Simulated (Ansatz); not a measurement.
Consider Mg in the hcp (Mg type) structure (space group P6_3/mmc, No. 194; a = 3.1751 Å, c = 5.1628 Å; relaxed with 0.1 eV smearing). Axes: x lies along a and z along c of the hexagonal cell.

All numbers come from Kohn–Sham DFT with the PBEsol functional, run in Ansatz (a quantum-chemistry and plane-wave program) with PAW and 420 eV plane waves, without spin-orbit coupling.

One thing is altered: uniaxial strain ε_xx = −1.50 %, all other strain components held at zero; the atoms relax in the strained cell.

**Question.** What happens to the stress and energy relative to the base?

**Answer.** The stress (xx, yy, zz, yz, xz, xy; compression positive) comes out as (1.1, 0.4, 0.3, 0.0, 0.0, 0.0) GPa; the energy goes up by 1.1 meV/atom.

No phonon test of stability was made.
